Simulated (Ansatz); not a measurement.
A self-consistent single point of a (110) slab of Cu (cut from a parent of space group no. 139; 5 atoms in the cell) with Ansatz (a quantum-chemistry and plane-wave program).

Computed with LDA (PW92), default PAW files made with PBE (plane waves; Ansatz).

```
CELL_PARAMETERS angstrom
      2.47009     0.00000     0.00000
     -3.42864     2.27652     0.00000
      0.00000     0.00000    22.23119
ATOMIC_POSITIONS crystal
  Cu 0.00000 0.75000 0.31487
  Cu 0.00000 0.25000 0.40744
  Cu 0.00000 0.75000 0.50000
  Cu 0.00000 0.25000 0.59256
  Cu 0.00000 0.75000 0.68513
```

Reference input (self-consistent single point, DFT, LDA (PW92), plane waves, default PAW files made with PBE): basis.ecutwfc = 420 eV; kpoints.mp_grid.grid = 15 15 1; hamiltonian.xc = lda; hamiltonian.pseudopotentials = {kind: paw} (the program's default PAW files); scf.occupations.method = gaussian; scf.occupations.width = 0.1 eV. This run's input differs from it in these lines:

Ansatz 0.2 input:
```diff
@@ -13,3 +13,3 @@
 basis:
-  ecutwfc: 420.0 eV
+  ecutwfc: 840.0 eV
 kpoints:
```

Output (repeated stretches shortened):

```
SCF iter   1: F=—  HF=-32777.064193 eV  |F-HF|=—  |Δ(HF+E_count)|=         —  Δρ=1.64e-2  dr2=2.16e-1  ethr=1.77e-3  ⟨swp⟩=8.0  Hψ=15362  notcnv=0  defer=66
all-band conjugate gradients solve this SCF's bands
preconditioner: auto → LDOS
SCF iter   2: F=—  HF=-32777.406429 eV  |F-HF|=—  |Δ(HF+E_count)|=   3.42e-1  Δρ=4.54e-2  dr2=1.40e0  ethr=2.28e-4  ⟨swp⟩=3.0  Hψ=9035  notcnv=0  defer=192  recentre
   [... lines left out ...]
SCF iter   7: F=—  HF=-32777.025458 eV  |F-HF|=—  |Δ(HF+E_count)|=   1.54e-4  Δρ=1.19e-4  dr2=1.46e-5  ethr=7.37e-8  ⟨swp⟩=2.1  Hψ=5105  notcnv=0  defer=193
SCF iter   8: F=—  HF=-32777.025456 eV  |F-HF|=—  |Δ(HF+E_count)|=   1.87e-6  Δρ=2.94e-5  dr2=1.10e-6  ethr=1.53e-8  ⟨swp⟩=2.0  Hψ=5113  notcnv=0  defer=193
SCF iter   9: F=—  HF=-32777.025456 eV  |F-HF|=—  |Δ(HF+E_count)|=   1.05e-7  Δρ=1.44e-5  dr2=3.77e-7  ethr=1.16e-9  ⟨swp⟩=2.6  Hψ=5961  notcnv=0  defer=193
SCF iter  10: F=-32777.025455 eV  HF=-32777.025456 eV  |F-HF|=5.13e-8  |Δ(HF+E_count)|=   1.59e-8  Δρ=6.84e-6  dr2=5.47e-8  ethr=1.05e-10  ⟨swp⟩=11.9  Hψ=18757  notcnv=0
SCF 1 converged in 10 iterations: F = -32777.025455 eV  dr2 = 5.47e-8
Free energy (F): -32777.025455 eV
Internal energy: -32777.012847 eV  (E = F + TS)
E sigma→0 (E₀):  -32777.019151 eV
Entropy (-TS):   -0.012609 eV (-2.522 meV/atom)
Fermi energy:    5.033920 eV
--- Forces (eV/Å), atoms counted from 1 ---
  atom   1  Cu     0.00000000     0.00000000     0.39705930
  atom   2  Cu     0.00000000     0.00000000    -0.03997081
  atom   3  Cu     0.00000000     0.00000000     0.00000000
  atom   4  Cu     0.00000000     0.00000000     0.03997081
  atom   5  Cu     0.00000000     0.00000000    -0.39705930
--- Stress (GPa, compression-positive) ---
       -5.580549      -0.657234       0.000000
       -0.657234      -6.134013       0.000000
        0.000000       0.000000      -3.977577
  P = ⅓ Tr σ = -5.2307 GPa (-52.307 kbar)
  The stress holds the Pulay correction. Without it, at fixed plane waves, as pw.x and ABINIT print it: P = -5.2316 GPa
```

The run converged in 10 iterations. Against the reference run the free energy goes down by 2.2 meV/atom and the largest force hardly changes (0.396 to 0.397 eV/Å).

The starting cell comes from a database of computed structures (which also holds hypothetical and non-ambient phases and stackings), without a prior relaxation at this level. The slab is cut from that crystal, and its faces are unrelaxed. Its lattice was rescaled by up to half a per cent. Spin polarisation is off.

Cost on one core of a shared machine: roughly 60 s.
